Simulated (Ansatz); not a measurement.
The structure below was relaxed with DFT with r2SCAN, PAW potentials and a 500 eV plane-wave cutoff in Ansatz (a quantum-chemistry and plane-wave program), without spin-orbit coupling.

```xyz
8
Lattice="-2.3987 2.3987 4.7699 2.3987 -2.3987 4.7699 2.3987 2.3987 -4.7699" Properties=species:S:1:pos:R:3 pbc="T T T"
P     -1.3264     1.3264     3.4899
P      1.3264    -1.3264     3.4899
P      1.0722     1.0722     1.2800
P      1.3264     1.3264     6.0498
B      0.0000     0.0000     0.0000
Al     0.0000     0.0000     4.7699
B      0.0000     2.3987     2.3849
B      2.3987     0.0000     2.3849
```

Question: Find the space group and the Wyckoff positions.

Answer: Space group I-42m (No. 121); a = 4.797 Å, b = 4.797 Å, c = 9.540 Å, α = 90.00°, β = 90.00°, γ = 90.00°

```json
[
 {"atom": "P", "site": "8i", "symmetry": "..m", "x": "0.2235", "y": "0.2235", "z": "0.1342"},
 {"atom": "B", "site": "2a", "symmetry": "-42m", "x": "0.0000", "y": "0.0000", "z": "0.0000"},
 {"atom": "Al", "site": "2b", "symmetry": "-42m", "x": "0.0000", "y": "0.0000", "z": "0.5000"},
 {"atom": "B", "site": "4d", "symmetry": "-4..", "x": "0.0000", "y": "0.5000", "z": "0.2500"}
]
```

Question: Describe the coordination.

Answer: The crystal has 16 atoms in its conventional cell. Cell: a = 4.7974 Å, b = 4.7974 Å, c = 9.5397 Å, α = 90.00°, β = 90.00°, γ = 90.00°. P has 3 B at 1.984–2.032 Å and 1 Al at 2.271 Å (tetrahedral). B1 sees 4 P at 1.984 Å (tetrahedral). Al is coordinated by 4 P at 2.271 Å (tetrahedral). B2 is surrounded by 4 P at 2.032 Å (tetrahedral). (Neighbours: up to the widest gap in distance over summed covalent radii, below 1.35, at either atom; cation-cation and far metal-metal contacts left out.)

Each cell is one ordered arrangement of few atoms, which overstates ordering effects compared with a random alloy. No phonon test of stability was made. The cell was made from BP by this change: x(Al) = 0.25, 8 atoms, I-42m.
